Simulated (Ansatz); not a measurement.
A computed series for Mo: thickness series

The reference is Mo in the bcc (W type) structure (space group Im-3m, No. 229).

```
Mo
1.0
   -1.56478     1.56478     1.56478
    1.56478    -1.56478     1.56478
    1.56478     1.56478    -1.56478
Mo
1
Direct
  0.00000   0.00000   0.00000
```

Cartesian axes are those of the cell as printed.

Free-standing slabs (1 atom(s) a layer) normal to [110] with 15 Å of vacuum; in-plane cell held at bulk.

Computed with plane-wave PAW DFT at the PBEsol level (Ansatz, a quantum-chemistry and plane-wave program, 420 eV), scalar-relativistic without spin-orbit coupling.

Notes on the quantities. layer's space group: with vacuum; excess energy per area of both faces: slab less bulk energy over the cell's area: twice a surface energy; uncertain by up to 0.2 J/m².

| variant | layer's space group | thickness between the outermost nuclei | excess energy per area of both faces | shortest interatomic distance |
|---|---|---|---|---|
| base | – | – | – | 2.710 Å |
| 1 layer | Cmmm (No. 65) | – | – | 2.710 Å |
| 2 layers | Cmme (No. 67) | 2.00 Å | 6.03 J/m² | 2.537 Å |
| 3 layers | Cmmm (No. 65) | 4.26 Å | 6.4 J/m² | 2.643 Å |
| 4 layers | Cmme (No. 67) | 6.47 Å | ___ | ___ |
| 5 layers | Cmmm (No. 65) | 8.66 Å | 6.2 J/m² | 2.624 Å |
| 6 layers | Cmme (No. 67) | 10.88 Å | 6.2 J/m² | 2.625 Å |
| 7 layers | Cmmm (No. 65) | 13.08 Å | 6.2 J/m² | 2.625 Å |

Q: What belongs in the blanks?

A: 
- 4 layers, excess energy per area of both faces: 6.3 J/m²
- 4 layers, shortest interatomic distance: 2.636 Å

The excess energy carries the mismatch between the slab's and the bulk's meshes. Whether these cells are dynamically stable was not tested. All final runs are without spin polarisation.
